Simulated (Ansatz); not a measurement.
# ZnO (model structure, started from the CsCl type, Pm-3m, No. 221, 2 atoms in the cell)

Computed with r²SCAN (plane waves, PAW; Ansatz, a quantum-chemistry and plane-wave program).

Run with plane-wave cutoff 560 eV, 14×14×14 k mesh, Fermi–Dirac smearing 0.01 eV, scalar-relativistic PAW data made under PBE.

Cell (relaxed at this level):

```cif
data_OZn
_chemical_formula_sum 'Zn1 O1'
_space_group_name_H-M_alt 'Pm-3m'
_space_group_IT_number 221
_space_group_name_Hall '-P 4 2 3'
_cell_length_a 2.64561
_cell_length_b 2.64561
_cell_length_c 2.64561
_cell_angle_alpha 90.000
_cell_angle_beta 90.000
_cell_angle_gamma 90.000
loop_
_atom_site_label
_atom_site_type_symbol
_atom_site_symmetry_multiplicity
_atom_site_Wyckoff_symbol
_atom_site_fract_x
_atom_site_fract_y
_atom_site_fract_z
_atom_site_occupancy
Zn1 Zn 1 a 0.00000 0.00000 0.00000 1
O1 O 1 b 0.50000 0.50000 0.50000 1
```

| Property | Value |
|---|---|
| band gap | none |
| bulk modulus B0 | 189 GPa |

Note: the bulk modulus is −V dP/dV from two relaxed cells at ±2 % in volume; the relaxation could raise the start's symmetry but not lower it, so the cell can be a saddle point.

Computed values are for the static lattice.

A model structure was made by putting elements into a prototype or built by hand; it is no filed structure, need not be a known phase, and can be a saddle point held by its symmetry.
